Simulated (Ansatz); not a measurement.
Tunnelling through a barrier is set by its complex band structure: the current falls as exp(−2κd) with the smallest κ.

Here is the system:

```
CELL_PARAMETERS angstrom
      2.56397     0.00000     0.00000
      0.00000     3.62600     0.00000
      1.28198    -1.81300     1.28198
ATOMIC_POSITIONS crystal
  B  0.00000 0.00000 0.00000
  N  0.50000 0.75000 0.00000
```

The cell is taken as given; by r2SCAN it stands under a pressure of -5.2 GPa.

Transport runs along the normal of the first two printed cell vectors, the (110) plane of the conventional cell.

The gap is the functional's own. No spin-orbit coupling. Mid-gap values are those at the computed energy nearest the middle.

### Question
Estimate the band gap and the smallest decay constant κ at mid-gap that r2SCAN (Ansatz, a quantum-chemistry and plane-wave program) returns for this system.

### Answer
Gap 4.99 eV on a 22×22×22 mesh; κ = 0.349 1/Å, at the zone centre.
